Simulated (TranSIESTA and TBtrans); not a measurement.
Junction: 2,2'-dimethylbiphenyl-4,4'-diyl (twisted) held by thiolate S between the apex atoms of two Al(100) rods. Leads: fcc Al rod along [100], layers of 5 and 4 atoms, a = 4.04 Å. Geometry: as built, not relaxed. Transport runs along z; the first 18 and the last 18 of the 97 atoms are the lead cells, repeated to infinity.

```xyz
97
Lattice="16.169 0.000 0.000 0.000 16.169 0.000 0.000 0.000 43.762" Properties=species:S:1:pos:R:3 pbc="F F T"
Al     8.085     8.085     0.000
Al    10.941     8.085     0.000
Al     8.085    10.941     0.000
Al     5.228     8.085     0.000
Al     8.085     5.228     0.000
Al     9.513     9.513     2.020
Al     6.656     9.513     2.020
Al     9.513     6.656     2.020
Al     6.656     6.656     2.020
Al     8.085     8.085     4.040
Al    10.941     8.085     4.040
Al     8.085    10.941     4.040
Al     5.228     8.085     4.040
Al     8.085     5.228     4.040
Al     9.513     9.513     6.060
Al     6.656     9.513     6.060
Al     9.513     6.656     6.060
Al     6.656     6.656     6.060
Al     8.085     8.085     8.080
Al    10.941     8.085     8.080
Al     8.085    10.941     8.080
Al     5.228     8.085     8.080
Al     8.085     5.228     8.080
Al     9.513     9.513    10.100
Al     6.656     9.513    10.100
Al     9.513     6.656    10.100
Al     6.656     6.656    10.100
Al     8.085     8.085    12.120
Al    10.941     8.085    12.120
Al     8.085    10.941    12.120
Al     5.228     8.085    12.120
Al     8.085     5.228    12.120
Al     9.513     9.513    14.140
Al     6.656     9.513    14.140
Al     9.513     6.656    14.140
Al     6.656     6.656    14.140
Al     8.085     8.085    16.160
S     10.151     7.367    16.872
C      9.571     7.146    18.551
C      9.654     8.201    19.462
C      9.208     8.029    20.774
C      8.670     6.801    21.187
C      8.572     5.733    20.264
C      8.000     4.401    20.669
C      9.037     5.917    18.950
C      8.222     6.653    22.589
C      9.022     5.926    23.484
C      8.637     5.778    24.817
C      7.451     6.358    25.273
S      6.965     6.172    26.986
C      6.644     7.084    24.391
C      7.012     7.231    23.043
C      6.126     8.017    22.113
H     10.068     9.154    19.157
H      9.287     8.854    21.472
H      7.041     4.545    21.209
H      8.718     3.873    21.330
H      7.797     3.760    19.785
H      8.980     5.106    18.233
H      9.949     5.478    23.147
H      9.265     5.216    25.497
H      5.727     7.530    24.758
H      5.966     7.454    21.170
H      6.601     8.993    21.882
H      5.130     8.208    22.566
Al     8.085     8.085    27.602
Al     9.513     9.513    29.622
Al     6.656     9.513    29.622
Al     9.513     6.656    29.622
Al     6.656     6.656    29.622
Al     8.085     8.085    31.642
Al    10.941     8.085    31.642
Al     8.085    10.941    31.642
Al     5.228     8.085    31.642
Al     8.085     5.228    31.642
Al     9.513     9.513    33.662
Al     6.656     9.513    33.662
Al     9.513     6.656    33.662
Al     6.656     6.656    33.662
Al     8.085     8.085    35.682
Al    10.941     8.085    35.682
Al     8.085    10.941    35.682
Al     5.228     8.085    35.682
Al     8.085     5.228    35.682
Al     9.513     9.513    37.702
Al     6.656     9.513    37.702
Al     9.513     6.656    37.702
Al     6.656     6.656    37.702
Al     8.085     8.085    39.722
Al    10.941     8.085    39.722
Al     8.085    10.941    39.722
Al     5.228     8.085    39.722
Al     8.085     5.228    39.722
Al     9.513     9.513    41.742
Al     6.656     9.513    41.742
Al     9.513     6.656    41.742
Al     6.656     6.656    41.742
```

Run with TranSIESTA and TBtrans (open boundaries, self-consistent; PseudoDojo norm-conserving potentials, scalar-relativistic): PAO.BasisSize SZP, PAO.EnergyShift 0.15 eV, XC.Authors PBE, Mesh.Cutoff 150 Ry, ElectronicTemperature 300 K, TS.Voltage 0.0 eV, TBT.Elecs.Eta 0.001 eV, no spin polarisation.

Energies count from the leads' Fermi level. Transmissions are for one spin of a degenerate pair. The energy step is 0.02 eV; narrower resonances are cut or missed.

```csv
E (eV),T
-0.20,0.000191
-0.16,0.000213
-0.12,0.000248
-0.08,0.000293
-0.04,0.000348
0.00,0.000418
0.04,0.000550
0.08,0.000650
0.12,0.000728
0.16,0.000810
0.20,0.000900
```

Task: Give the zero-bias conductance in μS and the resistance at 300 K.

Result: At the Fermi level T = 0.000418. Averaged with −∂f/∂E over the full grid (kT = 25.9 meV) it is 0.000440. With G0 = 2e²/h = 77.48 μS, G = 0.0341 μS and R = 1/G = 29300 kΩ.

Task: Estimate the thermopower by Mott's formula S = −(π²/3)(kB²T/e) d ln T/dE from the rows at -0.04 and 0.04 eV.

Result: d ln T/dE = 5.72 eV⁻¹ and (π²/3) kB²T/e = 7.33 μV/K · eV, so S = -42 μV/K; the full integral gives -37 μV/K. A negative sign means that T rises with energy over the thermal window.

Task: The eigenchannels at the Fermi level transmit 0.000410, 7.65e-6. What Fano factor of the shot noise follows at low temperature and bias?

Result: F = Σ τ(1 − τ)/Σ τ = 0.000417/0.000418 = 1.00.

The leads' channel count changes near 0.03 eV, within the thermal window, so values at the Fermi level hang on where that band edge falls. Semilocal functionals put molecular levels too close to the Fermi level and tend to overestimate such conductances.
